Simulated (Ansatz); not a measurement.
The starting structures come from a database of crystals and need not be the phases stable at ambient conditions.

By LDA and PBEsol, the system below comes out a metal.

```
Rh
1.0
    2.73098     0.00000     0.00000
   -1.36549     2.36510     0.00000
    0.00000     0.00000     4.42849
Rh
2
Direct
  0.66667   0.33333   0.75000
  0.33333   0.66667   0.25000
```

Space group of this cell: P6_3/mmc, hcp (Mg type). The cell is taken as given; by PBEsol its mean pressure is -13.7 GPa.

The current runs along the normal of the first two printed vectors, the (001) plane. All runs by Ansatz (an electronic-structure program), plane waves and PAW, without spin-orbit coupling; the base is PBEsol.

```tsv
run	mean pressure (GPa)	G/A, both spins (10¹⁵ S/m²)
base	-13.7	2.35
all lengths scaled by 0.98	2.0	2.45
all lengths scaled by 1.02	-24.7	2.24
lda in place of pbesol	-19.4	2.35
lengths across the current scaled by 0.98, ions clamped	-3.7	2.41
lengths across the current scaled by 1.02, ions clamped	-21.3	…
lengths along the current scaled by 0.97, ions clamped	-6.1	…
lengths along the current scaled by 1.03, ions clamped	-19.5	…
```

Task: What belongs in the gaps?

Result: 
- lengths across the current scaled by 1.02, ions clamped, G/A, both spins (10¹⁵ S/m²): 2.16
- lengths along the current scaled by 0.97, ions clamped, G/A, both spins (10¹⁵ S/m²): 2.23
- lengths along the current scaled by 1.03, ions clamped, G/A, both spins (10¹⁵ S/m²): 2.32
